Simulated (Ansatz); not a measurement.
**InP: energy against strain**

InP (zinc blende, F-43m, 24.730 Å³/atom at rest, cube axes along x, y and z) under a strain ε along a cube axis (axis z), the other axes held. LDA in Ansatz, a plane-wave DFT program (PAW, default set), 420 eV, 10×10×10 Γ-centred mesh, Fermi-Dirac smearing 0.05 eV; ions are relaxed within the symmetry of each cell.

Here s stands for strain and y for E less E0.

```csv
strain (%),E less E0 (meV/atom)
-1.50,1.76
-1.00,0.78
-0.50,0.19
0.00,0.00
0.50,0.19
1.00,0.77
1.50,1.73
3.00,?
```

Fit y of the 7 rows that show it with a parabola. Least squares gives y = -0.002 - 0.0079·s + 0.7767·s². Residuals (row less fit): 0.003, -0.003, -0.006, 0.002, 0.002, 0.003, -0.004; standard error 0.005 (degrees of freedom: 4). Twice the quadratic coefficient over the volume, 2 × 0.7767 meV × 10⁴ × 0.1602 / 24.730 Å³, is the elastic constant C11 = 101 ± 0.3 GPa.

**Question.** What does the fit predict for y at s = 3.00, and how far is the calculated value from it?

**Answer.** y = -0.002 - 0.0079 × 3.0 + 0.7767 × 3.0² = 6.965 meV/atom. The calculation gives 6.84 meV/atom, 0.125 meV/atom below the prediction (1.8 % of the range of y in the table). The row lies outside the fitted rows, so this is an extrapolation. The fitted rows scatter only by rounding.

One order more, fitted to all 13 runs of the series, follows each within 0.01, so the miss is the next term of a smooth law. Rows are the converged runs of the series near zero and its far end; series whose fitted rows scatter by over a few per cent of the range, as at a crossing or softening among them, aren't shown in this form. Most that stay on the fit to the last digits aren't either.
